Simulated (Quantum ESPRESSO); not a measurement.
# Pressure against volume in hcp Zn (space group 194) (Quantum ESPRESSO, PBE)

```
Zn
1.0
    2.61270     0.00000     0.00000
   -1.30635     2.26267     0.00000
    0.00000     0.00000     4.86198
Zn
2
Direct
  0.66667   0.33333   0.75000
  0.33333   0.66667   0.25000
```

Level of theory: PBE, GBRV 1.5 ultrasoft (PBE) pseudopotentials (plane waves; Quantum ESPRESSO 7.5). Settings: ecutwfc = 65 Ry; ecutrho = 325 Ry; occupations = smearing; smearing = fermi-dirac; degauss = 0.0036749 Ry; potentials = {Zn: zn_pbe_v1.uspp.F.UPF}; K_POINTS = automatic 25 25 12 0 0 0; conv_thr = 1e-10 Ry; mixing_beta = 0.4. The cell above is the first row's. The rows scale it uniformly. In all rows fractional positions and the k mesh are held.

```
V (Å^3/atom)  P (GPa)
------------  -------
14.371           4.39
14.684           2.38
14.996           0.61
15.308          -0.97
15.621          -2.33
15.933          -3.50
16.246          -4.53
16.558          -5.42
16.871              ?
```

Problem. Fit P against V with a cubic, and predict the withheld value at V = 16.871.

Solution. With u = V - 15.5, the rows have u = -1.1290, -0.8160, -0.5040, -0.1920, 0.1210, 0.4330, 0.7460, 1.0580. Least squares gives P = -1.818 - 4.2931·u + 0.9533·u² - 0.1042·u³. Residuals (row less fit): -0.004, 0.003, 0.009, -0.012, -0.006, 0.007, 0.003, -0.004; standard error 0.009 (degrees of freedom: 4). The fitted pressure is zero at V0 = 15.11, where dP/dV = -5.081, so B0 = -V0·dP/dV = 76.8 GPa. At the withheld row, u = 1.3710, so P = -1.818 - 4.2931 × 1.3710 + 0.9533 × 1.3710² - 0.1042 × 1.3710³ = -6.181 GPa. The calculation gives -6.13 GPa, 0.051 GPa above the prediction (0.5 % of the range of P in the table). The row lies outside the fitted rows, so this is an extrapolation. From the scatter of the fitted rows alone, a prediction at this place has a standard error of 0.025 GPa, so the miss is 2.0 times that.

Carrying the step between the two nearest rows on in a straight line would have given -6.31, off by 0.18; series whose last step already gives the withheld value aren't shown. The scan was laid around a cell of about the measured size, scaled by a guess for this functional; axis ratios and inner coordinates come from that cell. The runs keep the symmetry of the cell, so they don't test it for distortions. The shape of the cell and the inner coordinates aren't relaxed, so V0 and B0 belong to this uniform scaling; a relaxed crystal lies no higher in energy and is usually softer. Cutoffs and mesh are single choices, not tested for convergence of this quantity. Series with a scatter that would blur these digits, or in which a gap closes, are not shown.
